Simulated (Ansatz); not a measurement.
Reference: Si (Fd-3m), HSE06, rigid bands (plane waves, PAW, scalar-relativistic; Ansatz, a first-principles code); axes and stresses refer to this cell.

```
Si
1.0
    0.00000     2.71683     2.71683
    2.71683     0.00000     2.71683
    2.71683     2.71683     0.00000
Si
2
Direct
  0.00000   0.00000   0.00000
  0.25000   0.25000   0.25000
```

- band gap = 1.13 eV
- hole conductivity mass = 0.32 mₑ
- Seebeck coefficient, n-type 1e19 cm⁻³ = -304 μV/K

Task: Change: uniaxial stress along [111] of -5.4 GPa (compression positive). What happens to band gap, hole conductivity mass, Seebeck coefficient, n-type 1e19 cm⁻³?

Result: band gap falls to 0.99 eV; hole conductivity mass drops to 0.30 mₑ; Seebeck coefficient, n-type 1e19 cm⁻³ goes up in size to -342 μV/K.

Masses are for dilute carriers at 300 K, harmonic means over directions unless an axis is named. Seebeck coefficients are for the stated density at 300 K, with one relaxation time for all states and whether or not that doping can be reached. Spin-orbit coupling is left out unless a row names it. Stresses and pressures are the targets of the relaxation.  The structure type is held under load, also where the real crystal would transform.
